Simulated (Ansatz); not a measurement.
## Thickness series in hypothetical P6_3mc GeSe

Take GeSe (space group P6_3mc, No. 186; a hypothetical phase, not in the database extracts checked) as the base.

```yaml
crystal:
  lattice:
    - [4.71033, 0.00000, 0.00000]
    - [-2.35516, 4.07926, 0.00000]
    - [0.00000, 0.00000, 5.68483]
  atoms:
    - { symbol: Ge, position: [0.66667, 0.33333, 0.04159] }
    - { symbol: Ge, position: [0.33333, 0.66667, 0.54159] }
    - { symbol: Se, position: [0.66667, 0.33333, 0.58361] }
    - { symbol: Se, position: [0.33333, 0.66667, 0.08361] }
```

Cartesian axes are those of the cell as printed.

Free-standing slabs (4 atom(s) a layer) normal to the y axis with 15 Å of vacuum; in-plane cell held at bulk.

Method: Ansatz (a first-principles code) PBEsol, scalar-relativistic without spin-orbit coupling, earlier PAW set.

```tsv
case	band gap	shortest interatomic distance	smallest direct gap	thickness between the outermost nuclei
base	0.54 eV	2.604 Å	0.89 eV	–
1 layer	1.07 eV	2.454 Å	1.59 eV	1.53 Å
2 layers	___	___	___	5.40 Å
3 layers	0.25 eV	2.424 Å	1.17 eV	9.48 Å
4 layers	0.24 eV	2.424 Å	1.06 eV	13.56 Å
```

Q: What belongs in the blanks?

A: 
- 2 layers, band gap: 0.13 eV
- 2 layers, shortest interatomic distance: 2.428 Å
- 2 layers, smallest direct gap: 1.27 eV

Whether these cells are dynamically stable was not tested. The zero or small gap of GeSe can change with the level of theory.
